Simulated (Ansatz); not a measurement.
The reference is ZnS in the wurtzite structure (space group P6_3mc, No. 186; a = 3.738 Å, c = 6.143 Å). Axes: x lies along a and z along c of the hexagonal cell.

Calculations: Ansatz (a quantum-chemistry and plane-wave program) LDA, scalar-relativistic without spin-orbit coupling.

It is then changed as follows: the cell is compressed by 2.40 % along x with no lateral relaxation, atoms relaxed at fixed cell.

Task: Predict the stress tensor and what it implies for the stiffness.

Result: Stress of the strained cell less that of the base (GPa, compression positive):
```
   3.45    0.00    0.00
   0.00    1.68    0.00
   0.00    0.00    1.31
```

Then −Δσ_ii/ε with ε = -0.0240 gives secant stiffness values (nonlinear terms included at this strain): C11 ≈ 144 GPa, C12 ≈ 70 GPa and C13 ≈ 55 GPa.

As a check, the harmonic strain energy −½ V₀ Δσ:ε is 4.8 meV/atom; the computed energy rise is 4.7 meV/atom.

Whether these cells are dynamically stable was not tested.
